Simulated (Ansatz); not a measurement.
## wurtzite GaN (P6_3mc): a fit under hydrostatic pressure (both signs)

Cell and atoms relaxed with PBEsol to each stress σ (compression positive); gaps by PBE with spin-orbit coupling, rigid bands (plane waves, PAW; Ansatz, an electronic-structure program). Unloaded cell: a = 3.1826 Å, b = 3.1826 Å, c = 5.1854 Å, α = 90.00°, β = 90.00°, γ = 120.00°.

```csv
σ (GPa),ln(V/V₀) (%),gap (eV)
0,0,1.930
-12.00,7.51,1.433
-8.00,4.71,1.619
-4.00,2.23,1.783
4.00,-2.03,2.064
16.00,-7.24,2.409
```

Fit E_g = 1.930 eV + aσ + bσ² and ε = cσ + dσ² to the loaded rows by least squares.

a = 0.0363 eV/GPa, b = -4.00e-04 eV/GPa²; c = -0.548 %/GPa, d = 0.00605 %/GPa².

One run was withheld, at σ = 8.00 GPa. Predict its gap and its ln(V/V₀), then set them beside the run.

E_g = 1.930 + (0.0363)(8.00) + (-4.00e-04)(8.00)² = 2.195 eV and ε = (-0.548)(8.00) + (0.00605)(8.00)² = -4.00 %. The run gave 2.189 eV and -3.89 %, misses of 0.006 eV and 0.11 percentage points.

Gaps are resolved to about 0.01 eV; third decimals are kept for the arithmetic. Every relaxation keeps the wurtzite phase (space group P6_3mc under this load), so a transition, a distortion that breaks the symmetry or fracture can't show.
